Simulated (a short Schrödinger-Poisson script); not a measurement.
# MOS inversion layer, SiO2 on p-type Ge(100)

System: MOS inversion layer, SiO2 on p-type Ge(100), at 300 K.

| layer | material | thickness (nm) | Na (cm⁻³) |
|---|---|---|---|
| 1 | SiO2 | 1.6 | - |
| 2 | Ge | 210 | 3.8e18 |

Constants are typed, rounded textbook-type inputs, not results; the design itself was drawn at random and stands for no fabricated device. SiO2: permittivity 3.9, conduction-band edge (eV) 3.1, gap (eV) 9, electron mass (mₑ) 0.5. Ge: permittivity 16, conduction-band edge (eV) 0, gap (eV) 0.664, Nv at 300 K (cm⁻³) 6e18.

Channel valleys (confinement mass, in-plane density-of-states mass, number): L4 0.12, 0.295, 4. At the gate the conduction-band edge of layer 1 lies 3.33 eV − eVg above the Fermi level of the channel; the field vanishes at the back. Gaps are held at their typed values at every temperature. Mesh 0.03 nm at interfaces.

From a short Schrödinger-Poisson script (our own, NumPy): 1D Poisson equation in equilibrium, electrons quantum, Hartree (BenDaniel-Duke, 12 states a valley, the channel's in-plane mass for all, wave functions free to enter the dielectric), parabolic valleys, classical holes, full ionisation, no traps, pinning or gate leakage.

```tsv
Vg (V)	electrons (cm⁻²)	C (μF/cm²)	L4 E0 (meV)	L4 E1 (meV)
0.5	1.46e7	0.659	353.8	507.2
0.6	1.49e8	0.629	293.7	458.8
0.7	1.65e9	0.606	231.5	407.3
0.8	1.89e10	0.626	168.3	353.8
0.9	1.71e11	0.899	111.3	305.2
1	6.94e11	1.31	74.5	274.9
1.1	1.50e12	1.51	53.7	259.2
1.2	2.45e12	1.62	40.2	250.1
1.3	3.46e12	1.67	30.2	244.3
1.4	4.50e12	1.71	22.2	240.2
1.5	5.58e12	1.74	15.5	237.3
1.6	6.67e12	1.76	9.7	235.1
1.7	7.78e12	1.78	4.5	233.5
1.8	8.90e12	1.79	-0.3	232.2
1.9	1.00e13	1.81	-4.6	231.2
2	1.12e13	1.82	-8.7	230.4
2.1	1.23e13	1.83	-12.6	229.8
2.2	1.35e13	1.84	-16.3	229.3
2.3	1.46e13	1.84	-19.8	228.9
2.4	1.58e13	1.85	-23.1	228.5
2.5	1.69e13	1.86	-26.4	228.3
```

Subbands count from the Fermi level.

Only the L valleys are kept; under strong confinement the Δ valleys of Ge fill too.
